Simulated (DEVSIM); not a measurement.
Structure: abrupt Si n-p junction, at 300 K.

```csv
layer (left to right),material,thickness (μm),Nd (cm⁻³),Na (cm⁻³),τn (s),τp (s)
1,Si,0.110,3.2e15,-,6.2e-6,6.2e-6
2,Si,11.0,-,2.6e16,6.2e-6,6.2e-6
```

Left contact: ohmic. Right contact: ohmic. Voltage is applied to the left contact. Recombination: SRH at mid-gap. Mobility is μmin + (μ − μmin)/(1 + (N/Nref)^α).

This is a model device: material constants are rounded textbook-type values typed into the input, and sizes, dopings and lifetimes were drawn at random. Values at 300 K.

```
parameter           Si
-------------  -------
gap (eV)         1.124
affinity (eV)     4.05
permittivity      11.7
Nc (cm⁻³)      2.86e19
Nv (cm⁻³)       3.1e19
μn (cm²/Vs)       1417
μp (cm²/Vs)        470
μn,min              52
μp,min              45
Nref,n          9.7e16
Nref,p          2.2e17
αn                0.68
αp                0.72
```

Model (solved in DEVSIM): 1D drift-diffusion, Boltzmann statistics, complete ionisation; no tunnelling, impact ionisation, image-force lowering or self-heating.

The thickness of layer 2 was swept, all else fixed.

```
thickness of layer 2 (μm)  dark forward voltage at 100 A/cm² (V)
-------------------------  -------------------------------------
2.2                                                          ___
3.8                                                        0.603
6.6                                                        0.622
11                                                         0.647
19                                                         0.695
33                                                         0.780
55                                                         0.913
```

### Question
Complete the blanks.

### Answer

- 2.2, dark forward voltage at 100 A/cm² (V): 0.594
